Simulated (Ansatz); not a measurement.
The reference is Na2Te in the anti-fluorite structure (space group Fm-3m, No. 225).

Space group Fm-3m (No. 225); a = b = c = 7.2460 Å, α = β = γ = 90.00°

| atom | site | symmetry | x | y | z |
|---|---|---|---|---|---|
| Na | 8c | -43m | 0.2500 | 0.2500 | 0.2500 |
| Te | 4a | m-3m | 0.0000 | 0.0000 | 0.0000 |
(The calculation used a cell of 3 atoms; values per cell refer to that cell.)

The values are results of Kohn–Sham DFT with the PBEsol functional, run in Ansatz (an electronic-structure program) with PAW and 420 eV plane waves, no spin-orbit coupling, not measurements.

Strains are applied to the cell and any free atomic positions relax.

One change was made to it. Results:

The energy rises by 15 meV/atom; the pressure shrinks by 1.484 GPa, from 0.01 GPa to -1.48 GPa; the mean gap deformation potential ΔEg/Δln V is -2.4 eV; the electron mass remains 0.21 mₑ (at Γ).

Task: Which change produced these results?
A) isotropic strain +1.50 %
B) isotropic strain −3.00 %
C) isotropic strain −1.50 %
D) isotropic strain −0.50 %
E) isotropic strain +3.00 %

Result: E, isotropic strain +3.00 %. For comparison, the energy relative to the base in the other runs: isotropic strain +1.50 % gives +3.8 meV/atom; isotropic strain −3.00 % gives +18 meV/atom; isotropic strain −1.50 % gives +4.3 meV/atom; isotropic strain −0.50 % gives +0.5 meV/atom.

Spin-orbit coupling, missing from the scalar runs, can matter with Te. Masses are band curvatures over ±0.01 Å⁻¹ around the edge. Stability against distortions was not tested.
